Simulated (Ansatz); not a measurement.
## Hf: uniaxial strain ε_zz = −2.50 %

The reference is Hf in the hcp (Mg type) structure (space group P6_3/mmc, No. 194; a = 3.204 Å, c = 5.073 Å; relaxed with 0.1 eV smearing). Axes: x lies along a and z along c of the hexagonal cell.

One thing is altered: the cell is compressed by 2.50 % along z with no lateral relaxation; the atoms relax in the strained cell.

Calculations: PBE, PAW, 420 eV (Ansatz, a quantum-chemistry and plane-wave program; no spin-orbit coupling). k-mesh 21×21×12 (Γ-centred); smearing 0.1 eV (Fermi–Dirac).

```json
[
 {"quantity": "volume per atom", "base": "22.55 Å³", "changed": "21.98 Å³", "shift": "-0.564 Å³"},
 {"quantity": "energy relative to the base (free energy F)", "base": "0 meV/atom", "changed": "+9.0 meV/atom", "shift": "+9.0 meV/atom"},
 {"quantity": "pressure (mean of the normal stresses, compression positive)", "base": "0.0 GPa", "changed": "2.9 GPa", "shift": "+2.9 GPa"},
 {"quantity": "band gap", "base": "zero", "changed": "zero", "shift": "–"},
 {"quantity": "stress (xx, yy, zz, yz, xz, xy; compression positive)", "base": "–", "changed": "(1.8, 1.8, 5.2, 0.0, 0.0, 0.0) GPa", "shift": "–"}
]
```

No phonon test of stability was made. The final runs are not spin-polarised.
